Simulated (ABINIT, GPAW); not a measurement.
An ABINIT input for a self-consistent single point of In (I4/mmm, 1 atom in the cell) (DFT, PBE, plane waves, norm-conserving pseudopotentials (PseudoDojo nc-sr-05 PBE standard)):

```
# In, PseudoDojo nc-sr-05 PBE standard
pp_dirpath "./"
pseudos "In.upf"
acell 3*1.0
rprim
        -3.0708049525    3.0708049525    4.6770721584
         3.0708049525   -3.0708049525    4.6770721584
         3.0708049525    3.0708049525   -4.6770721584
natom 1
ntypat 1
znucl 49
typat 1
xred    0.0000000000    0.0000000000    0.0000000000
ecut 35 Ha
occopt 3
tsmear 0.1 eV
nband 12
kptopt 1
ngkpt 15 15 15
nshiftk 1
shiftk 0 0 0
nstep 100
toldfe 1.0e-09
prtwf 0
prtden 0
```

Write the same calculation as an input for GPAW.

One input that does it (others would too):

```python
from ase import Atoms
from ase.units import GPa
from gpaw import GPAW

atoms = Atoms(['In'],
              cell=[[-1.625000, 1.625000, 2.475000],
                    [1.625000, -1.625000, 2.475000],
                    [1.625000, 1.625000, -2.475000]],
              scaled_positions=[[0.000000, 0.000000, 0.000000]],
              pbc=True)

calc = GPAW(mode={'name': 'pw', 'ecut': 600},
            xc='PBE',
            kpts=(15, 15, 15),
            occupations={'name': 'fermi-dirac', 'width': 0.1},
            nbands=-7,
            convergence={'density': 1e-05},
            symmetry={'symmorphic': False, 'tolerance': 0.0005},
            maxiter=100,
            txt='-')

atoms.calc = calc

energy = atoms.get_potential_energy()
print('Energy (eV):', round(energy, 6))
forces = atoms.get_forces()
print('Forces (eV/Ang):')
print(forces.round(5))
stress = atoms.get_stress()
print('Stress (GPa, Voigt):', (stress / GPa).round(4))
```

Basis settings and potentials, where a program has them, do not carry over. This input uses DFT PBE, plane waves, GPAW PAW datasets PBE (gpaw-data 1.0.1). Both were run: pressure 1.97 GPa in ABINIT and 1.66 in GPAW.

On GPAW: the starting cell has typed, rounded lattice constants, without a prior relaxation at this level.

On ABINIT: the starting cell has typed, rounded lattice constants, without a prior relaxation at this level.
